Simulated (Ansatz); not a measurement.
## F on the 1x1 (110) surface of bcc Ta, one in a 3x3 cell, started at the site 'top Ta'

These are PBE (plane waves to 420 eV, PAW; Ansatz, a quantum-chemistry and plane-wave program) values and carry that method's errors.

Model: 37-atom slab, 6.8 Å thick at the start under the adsorbate (thin: gaps and levels are the slab's own), 4x4x1 mesh, Fermi-Dirac 0.1 eV, dipole correction, 18 atoms held, the rest relaxed; symmetry of the start imposed; no spin, no spin-orbit, no U, no dispersion correction. At the end it is bonded to Ta. In PBE it is, or lies within 0.03 eV of, the lowest of the starts that converged.

```json
{
  "adsorption energy against ½ F2(g)": "-4.09 eV",
  "work_function_of_the_top_face": "4.96 eV",
  "change_of_the_work_function": "0.20 eV",
  "change_of_the_step_from_the_bottom_to_the_top_vacuum_level_against_the_clean_slab": "0.21 eV",
  "energy_released_by_relaxation": "1.09 eV",
  "height of the binding atom over the mean of the host atoms within 0.3 Å of the top one": "1.898 Å",
  "nearest_host_atoms_of_the_binding_atom": "Ta at 1.90 Å, Ta at 3.70 Å, Ta at 3.70 Å",
  "largest_move_of_a_host_atom": "0.39 Å"
}
```

A negative adsorption energy means that the adsorbate is more stable on the surface than in its reference.
